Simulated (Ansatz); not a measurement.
Functionals compared on a constructed model of the (111) surface of fcc Ir, a pseudomorphic layer of Fe in the host's stacking (bottom of the slab: a bare face, its two planes held), in Ansatz (plane waves, PAW). The structure was relaxed with PBE; the other rows are single points on it. Cutoff 420 eV.

Set-up: 7 atoms, 13.5 Å thick at the start with caps and adatoms (thin: gaps and levels are the slab's own); mesh 16x16x1; 0.1 eV smearing; dipole correction on; 2 atoms held, the rest relaxed; start symmetry kept, larger cells not searched; spin-polarised, ending with about 2.8 μB a cell; orders that need a larger cell were not tried, no spin-orbit, no U. In PBE it lies 0.01 eV a 1x1 cell over the lowest computed structure of the same composition (a pseudomorphic layer of Fe in the other hollow). These notes are the PBE run's.

```tsv
functional	work function of the top face (eV)	magnetic moment of the cell (μB)	rough cost of the single point
PBE	4.59	2.83	–
RPBE	4.43	2.86	roughly 60 core-seconds
```

Ansatz is an electronic-structure program.
